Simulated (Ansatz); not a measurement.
# SnO2 (model structure, started from the brookite type, Pbca, No. 61, 24 atoms in the cell)

The numbers are results of LDA (Ansatz, a first-principles code, plane waves, PAW), not measurements.

Run with plane-wave cutoff 520 eV, 6×4×6 k mesh (along the axes of the cell as run), Fermi–Dirac smearing 0.01 eV, scalar-relativistic PAW data made under PBE.

Cell (relaxed at this level):

```xyz
24
Lattice="5.4480 0.0000 0.0000 0.0000 9.5786 0.0000 0.0000 0.0000 5.7006" Properties=species:S:1:pos:R:3 pbc="T T T"
Sn     0.7741     1.2470     5.1184
Sn     3.4981     3.5423     0.5822
Sn     1.9499     8.3316     2.2681
Sn     4.6738     6.0363     3.4326
Sn     4.6738     8.3316     0.5822
Sn     1.9499     6.0363     5.1184
Sn     3.4981     1.2470     3.4326
Sn     0.7741     3.5423     2.2681
O      4.5196     0.1299     4.8049
O      1.7956     4.6593     0.8957
O      3.6524     9.4486     1.9546
O      0.9284     4.9192     3.7460
O      0.9284     9.4486     0.8957
O      3.6524     4.9192     4.8049
O      1.7956     0.1299     3.7460
O      4.5196     4.6593     1.9546
O      2.5558     2.2542     5.0011
O      5.2798     2.5351     0.6995
O      0.1682     7.3244     2.1508
O      2.8922     7.0435     3.5498
O      2.8922     7.3244     0.6995
O      0.1682     7.0435     5.0011
O      5.2798     2.2542     3.5498
O      2.5558     2.5351     2.1508
```

```yaml
band_gap: 1.43 eV
```

Note: the relaxation could raise the start's symmetry but not lower it, so the cell can be a saddle point.

Spin–orbit coupling is not included.

The result took very roughly 2.6 core-minutes.

A model structure was made by putting elements into a prototype or built by hand; it is no filed structure, need not be a known phase, and can be a saddle point held by its symmetry.
